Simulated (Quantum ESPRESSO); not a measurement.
A self-consistent single point of SrAlSi (P-6m2, 3 atoms in the cell) with Quantum ESPRESSO.

Method: PBEsol, PseudoDojo standard norm-conserving (PBESOL) pseudopotentials (plane waves; Quantum ESPRESSO).

The change in words: lattice scaled by 0.98. Reference geometry:
```yaml
crystal:
  lattice:
    - [4.24978, 0.00000, 0.00000]
    - [-2.12489, 3.68042, 0.00000]
    - [0.00000, 0.00000, 4.77950]
  atoms:
    - { symbol: Sr, position: [0.00000, 0.00000, 0.00000] }
    - { symbol: Al, position: [0.66667, 0.33333, 0.50000] }
    - { symbol: Si, position: [0.33333, 0.66667, 0.50000] }
```

Reference input (self-consistent single point, DFT, PBEsol, plane waves, PseudoDojo standard norm-conserving (PBESOL) pseudopotentials): ecutwfc = 70 Ry; occupations = smearing; smearing = gauss; degauss = 0.0073499 Ry; potentials = {Sr: Sr.upf, Al: Al.upf, Si: Si.upf}; K_POINTS = automatic 6 6 5 0 0 0; conv_thr = 1e-10 Ry; mixing_beta = 0.3. This run's input differs from it in these lines:

```diff
@@ -10,4 +10,4 @@
    ibrav = 4,
-   A = 4.2497797457,
-   C = 4.7795000000,
+   A = 4.1647841471,
+   C = 4.6839100000,
    nat = 3,
```

Output (repeated stretches shortened):

```
     Self-consistent Calculation

     iteration #  1     ecut=    70.00 Ry     beta= 0.30

     Threshold (ethr) on eigenvalues was too large:
     Diagonalizing with lowered threshold

     total energy              =     -81.59043641 Ry
     estimated scf accuracy    <       0.05711268 Ry

     iteration #  2     ecut=    70.00 Ry     beta= 0.30

     total energy              =     -81.59183653 Ry
     estimated scf accuracy    <       0.01207473 Ry

     iteration #  3     ecut=    70.00 Ry     beta= 0.30

     total energy              =     -81.59282206 Ry
     estimated scf accuracy    <       0.00220283 Ry

   [... 6 blocks of this kind left out ...]

     iteration # 10     ecut=    70.00 Ry     beta= 0.30

     total energy              =     -81.59300850 Ry
     estimated scf accuracy    <          2.8E-10 Ry

     iteration # 11     ecut=    70.00 Ry     beta= 0.30
     End of self-consistent calculation

     the Fermi energy is     7.6353 ev

!    total energy              =     -81.59300850 Ry
     estimated scf accuracy    <          3.5E-11 Ry
     smearing contrib. (-TS)   =      -0.00109472 Ry
     internal energy E=F+TS    =     -81.59191378 Ry

     convergence has been achieved in  11 iterations

     Forces acting on atoms (cartesian axes, Ry/au):

     atom    1 type  1   force =     0.00000000    0.00000000    0.00000000
   [... zero for the other atoms too ...]

     Total force =     0.000000     Total SCF correction =     0.000000

          total   stress  (Ry/bohr**3)                   (kbar)     P=       22.87
   0.00023592  -0.00000000   0.00000000           34.70       -0.00        0.00
  -0.00000000   0.00023592   0.00000000           -0.00       34.70        0.00
   0.00000000   0.00000000  -0.00000552            0.00        0.00       -0.81

   JOB DONE.
```

The run converged in 11 iterations. Against the reference run the free energy goes up by 3.3 meV/atom and the pressure goes from -1.39 to 2.29 GPa.

The starting cell comes from a database of computed structures (which also holds hypothetical and non-ambient phases and stackings), without a prior relaxation at this level. For this run, on top of that: lattice scaled by 0.98.
